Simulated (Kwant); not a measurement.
Device: wire with a row of barriers in a Si two-dimensional gas. Effective mass 0.19 mₑ, grid spacing 1.3 nm, hard walls, nominal width 40 nm (31 grid rows, so walls 41.6 nm apart), one parabolic valley, scattering region 130 nm long along x; energies count from the band bottom; Fermi energy swept from 0.00098955 to 0.011751 eV. 4 barrier(s) across the wire, height 0.23 eV, thickness 2.6 nm (about 2 grid columns), spaced by 15.6 nm.

Constants are typed, rounded textbook-type inputs, not results; the design itself was drawn at random and stands for no fabricated device.

Model: effective-mass tight-binding model on a square grid, one spin, coherent transport at 0 K (Kwant). Conductance is in e²/h.

How many channels do the leads carry at E = 7.62, 8.10, 8.91 meV?

The hard-wall thresholds are n² ħ²π²/(2mW²) = n² × 1.14 meV with W = 41.6 nm. √(7.62/1.14) = 2.58, so 2. √(8.10/1.14) = 2.66, so 2. √(8.91/1.14) = 2.79, so 2.
